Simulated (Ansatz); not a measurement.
# A computed series for Sn: response to strain

Base system: Sn in the diamond structure (space group Fd-3m, No. 227; a = 6.540 Å; relaxed with 0.1 eV smearing). Axes: x, y, z lie along the cube axes.

Strains are applied to the cell and any free atomic positions relax; under biaxial strain the out-of-plane vector relaxes too.

Method: PBEsol/PAW in Ansatz (a quantum-chemistry and plane-wave program), no spin-orbit coupling.

Candidates:
(a) biaxial strain −2.00 %, plane normal [001], relaxed out of plane
(b) biaxial strain +1.00 %, plane normal [001], relaxed out of plane
(c) biaxial strain +3.00 %, plane normal [001], relaxed out of plane
(d) biaxial strain −1.50 %, plane normal [001], relaxed out of plane

Notes on the quantities. energy relative to the base: free energy F.

### Question
Order them by energy relative to the base, highest first.

### Answer
(c) biaxial strain +3.00 %, plane normal [001], relaxed out of plane (+11 meV/atom), (a) biaxial strain −2.00 %, plane normal [001], relaxed out of plane (+5.6 meV/atom), (d) biaxial strain −1.50 %, plane normal [001], relaxed out of plane (+3.1 meV/atom), (b) biaxial strain +1.00 %, plane normal [001], relaxed out of plane (+1.3 meV/atom)

No phonon test of stability was made.
